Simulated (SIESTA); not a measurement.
**Worked example: self-consistent single point of Te (P3_121, 3 atoms in the cell) in SIESTA**

Level of theory: GGA PBE, numerical atomic orbitals TZP, PseudoDojo PBE standard norm-conserving potentials (rewritten from UPF to PSML) (SIESTA).

Input:

```
# files in the folder: Te.psml (PseudoDojo PBE standard)
SystemName  Te
SystemLabel te

NumberOfAtoms                3
NumberOfSpecies              1
%block ChemicalSpeciesLabel
  1 52 Te
%endblock ChemicalSpeciesLabel
LatticeConstant              1.0 Bohr
%block LatticeVectors
     8.650075827    0.000000000    0.000000000
    -4.325036968    7.491186163    0.000000000
     0.000000000    0.000000000   11.091520721
%endblock LatticeVectors
AtomicCoordinatesFormat      Ang
%block AtomicCoordinatesAndAtomicSpecies
     1.175024484    0.000000000    1.956458044  1
    -0.587512114    1.017601155    3.912921956  1
     1.701199630    2.946563844    0.000000000  1
%endblock AtomicCoordinatesAndAtomicSpecies

XC.functional                GGA
XC.authors                   PBE
PAO.BasisSize                TZP
PAO.EnergyShift              0.01 Ry
MeshCutoff                   300 Ry
%block kgrid.MonkhorstPack
    7   0   0  0.0
    0   7   0  0.0
    0   0   5  0.0
%endblock kgrid.MonkhorstPack
OccupationFunction           MP
OccupationMPOrder            0
ElectronicTemperature        200.0 meV

MaxSCFIterations             150
SCF.Mixer.Method             Pulay
SCF.Mixer.Weight             0.25
SCF.Mixer.History            8
SCF.DM.Tolerance             1.0E-04
Diag.ParallelOverK           true
WriteForces                  true
```

Output (repeated stretches shortened):

```
reinit: Reading from file input.fdf

reinit: System Name: Te
reinit: System Label: te

coor:   Atomic-coordinates input format  =     Cartesian coordinates
coor:                                          (in Angstroms)

siesta: Atomic coordinates (Bohr) and species
siesta:      2.22047   0.00000   3.69717  1        1
siesta:     -1.11024   1.92299   7.39435  1        2
siesta:      3.21480   5.56820   0.00000  1        3

siesta: System type = bulk

initatomlists: Number of atoms, orbitals, and projectors:      3    66    99

siesta: ******************** Simulation parameters ****************************
redata: Spin configuration                          = none
redata: Time-Reversal Symmetry                      = T
redata: Number of Atomic Species                    =        1
redata: Mesh Cutoff                                 =   300.0000 Ry
redata: Net charge of the system                    =     0.0000 |e|
redata: Min. number of SCF Iter                     =        0
redata: Max. number of SCF Iter                     =      150
redata: SCF convergence failure will abort job
redata: SCF mix quantity                            = Hamiltonian
redata: Mix DM or H after convergence               =   F
redata: Recompute H after scf cycle                 =   F
redata: Mix DM in first SCF step                    =   T
redata: No kicks to SCF
redata: DM Mixing Weight for Kicks                  =     0.5000
redata: Require Harris convergence for SCF          =   F
redata: Harris energy tolerance for SCF             =     0.000100 eV
redata: Require DM convergence for SCF              =   T
redata: DM tolerance for SCF                        =     0.000100
redata: Require EDM convergence for SCF             =   F
redata: EDM tolerance for SCF                       =     0.001000 eV
redata: Require H convergence for SCF               =   T
redata: Hamiltonian tolerance for SCF               =     0.001000 eV
redata: Require (free) Energy convergence for SCF   =   F
redata: (free) Energy tolerance for SCF             =     0.000100 eV
redata: Using DFT-D3 dispersion                     =   F
redata: Using Saved Data (generic)                  =   F
redata: Method of Calculation                       = Diagonalization
redata: Electronic Temperature                      =  2320.9036 K
redata: Number of TDED substeps                     =        3
redata: Dynamics option                             = Single-point calculation
redata: Save all siesta data in one NC              =   F
redata: ***********************************************************************

%block SCF.Mixers
  Pulay
%endblock SCF.Mixers

%block SCF.Mixer.Pulay
  # Mixing method
  method pulay
  variant stable

  # Mixing options
  weight 0.2500
  weight.linear 0.2500
  history 8
%endblock SCF.Mixer.Pulay

DM_history_depth set to one: no extrapolation allowed by default for geometry relaxation
Size of DM history Fstack: 1
Total number of electrons:    48.000000
Total ionic charge:    48.000000

* ProcessorY, Blocksize:    1  64

* Orbital distribution balance (max,min):    66    66

 Kpoints in:          140 . Kpoints trimmed:          123

siesta: k-grid: Number of k-points = 123
siesta: k-points from Monkhorst-Pack grid
siesta: k-cutoff (effective) =    14.673 Ang
siesta: k-point supercell and displacements
siesta: k-grid:     7     0     0      0.000
siesta: k-grid:     0     7     0      0.000
siesta: k-grid:     0     0     5      0.000

diag: Algorithm                                     = D&C
diag: Parallel over k                               =   F
diag: Use parallel 2D distribution                  =   F
diag: Parallel block-size                           = 64
diag: Parallel distribution                         =     1 x     1
diag: Used triangular part                          = Lower
diag: Absolute tolerance                            =  0.100E-15
diag: Orthogonalization factor                      =  0.100E-05
diag: Memory factor                                 =  1.0000

superc: Internal auxiliary supercell:     5 x     5 x     5  =     125
superc: Number of atoms, orbitals, and projectors:    375   8250  12375

                        Single-point calculation

superc: Internal auxiliary supercell:     5 x     5 x     5  =     125
superc: Number of atoms, orbitals, and projectors:    375   8250  12375

outcell: Unit cell vectors (Ang):
        4.577423    0.000000    0.000000
       -2.288711    3.964165    0.000000
        0.000000    0.000000    5.869380

outcell: Cell vector modules (Ang)   :    4.577423    4.577423    5.869380
outcell: Cell angles (23,13,12) (deg):     90.0000     90.0000    120.0000
outcell: Cell volume (Ang**3)        :    106.5038
new_DM -- step:     1
Initializing Density Matrix...

Attempting to read DM from file... Failed...
DM filled with atomic data:

InitMesh: MESH = 48 x 48 x 64 = 147456
InitMesh: Mesh cutoff (required, used) =   300.000   328.608 Ry

stepf: Methfessel-Paxton step function
       Using Hermite-Gauss polynomials of order  0

        iscf     Eharris(eV)        E_KS(eV)     FreeEng(eV)     dDmax    Ef(eV) dHmax(eV)
   scf:    1    -8553.617629    -8550.359543    -8550.359641  0.808414 -2.796716  2.967830
   scf:    2    -8550.758081    -8550.569044    -8550.569168  0.031114 -2.943006  1.956558
   scf:    3    -8550.762766    -8550.688210    -8550.688418  0.048360 -3.201503  0.220761
   scf:    4    -8550.694882    -8550.692269    -8550.692463  0.008368 -3.223970  0.014933
   scf:    5    -8550.692271    -8550.692277    -8550.692475  0.002040 -3.214328  0.031013
   scf:    6    -8550.692316    -8550.692300    -8550.692501  0.000744 -3.217071  0.000359
   scf:    7    -8550.692300    -8550.692300    -8550.692501  0.000222 -3.217212  0.000201
   scf:    8    -8550.692300    -8550.692300    -8550.692501  0.000007 -3.217203  0.000067

SCF Convergence by DM+H criterion
max |DM_out - DM_in|         :     0.0000065870
max |H_out - H_in|      (eV) :     0.0000674114
SCF cycle converged after 8 iterations

Using DM_out to compute the final energy and forces

siesta: E_KS(eV) =            -8550.6923

siesta: E_KS - E_eggbox =     -8550.6923

siesta: Atomic forces (eV/Ang):
     1    0.917682    0.000017   -0.002386
     2   -0.458827    0.794745    0.002386
     3   -0.458203   -0.793631   -0.000000
   Tot    0.000652    0.001131    0.000000
   Max    0.917682
   Res    0.529580    sqrt( Sum f_i^2 / 3N )
   Max    0.917682    constrained

Stress tensor Voigt[x,y,z,yz,xz,xy] (kbar):      -14.23      -13.90      -39.24       -0.00        0.01        0.29
(Free)E + p*V (eV/cell)    -8549.1997
Target enthalpy (eV/cell)    -8550.6925

siesta: Program's energy decomposition (eV):
siesta: Ebs     =     -1387.552412
siesta: Eions   =      9330.033949
siesta: Ena     =       509.413446
siesta: Ekin    =      4639.321698
siesta: Enl     =     -2398.707584
siesta: Eso     =         0.000000
siesta: Edftu   =         0.000000
siesta: DEna    =        31.323210
siesta: DUscf   =         0.828843
siesta: DUext   =         0.000000
siesta: Ex      =     -1889.476586
siesta: Ec      =      -113.361377
siesta: Exc     =     -2002.837964
siesta: Eharris =     -8550.692300
siesta: Etot    =     -8550.692300
siesta: FreeEng =     -8550.692501

siesta: Atomic forces (eV/Ang):
siesta:      1    0.917682    0.000017   -0.002386
siesta:      2   -0.458827    0.794745    0.002386
siesta:      3   -0.458203   -0.793631   -0.000000
siesta: ----------------------------------------
siesta:    Tot    0.000652    0.001131    0.000000

siesta: Stress tensor (static) (eV/Ang**3):
siesta:    -0.008883    0.000179    0.000005
siesta:     0.000179   -0.008676   -0.000003
siesta:     0.000005   -0.000003   -0.024492

siesta: Cell volume =        106.503774 Ang**3

siesta: Pressure (static):
siesta:                Solid            Molecule  Units
siesta:           0.00015266          0.00018534  Ry/Bohr**3
siesta:           0.01401681          0.01701734  eV/Ang**3
siesta:          22.45739765         27.26478782  kBar
```

The run converged in 8 iterations.

The starting cell comes from a database of computed structures (which also holds hypothetical and non-ambient phases and stackings), without a prior relaxation at this level. Its lattice was rescaled by a random factor within 2.5 % of one. Values carry the incompleteness of an atom-centred basis.
